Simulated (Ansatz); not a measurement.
# Effect of H interstitial (started 1.81 Å from the nearest host atom), symmetric start on C

The parent structure is an 8-atom supercell of C in the graphite type structure (space group P6_3/mmc, No. 194; a = 2.465 Å, c = 6.730 Å; layered, stacked along the Cartesian z axis) at its relaxed geometry.

One thing is altered: one H atom is added in an open site, starting 1.81 Å from the nearest host atom, atoms relaxed at fixed cell.

Level of theory: PBE-D3(BJ) (Ansatz, an electronic-structure program), without spin-orbit coupling. k-mesh 6×10×4 (Γ-centred); smearing 0.05 eV (Fermi–Dirac).

```json
{
 "pressure": "5.9 GPa (base 0.0 GPa)",
 "final_site_of_the_added_atom": "1 C at 1.14 Å"
}
```

In so small a cell the defect repeats every few ångströms: this is an ordered compound, not a dilute defect. A case with no gap was solved on a k-mesh chosen for an insulator, which is coarse for it. The defect started on the symmetric site and kept its symmetry, so it may sit on a saddle. All final runs are without spin polarisation. The defect cell is not spin-polarised.
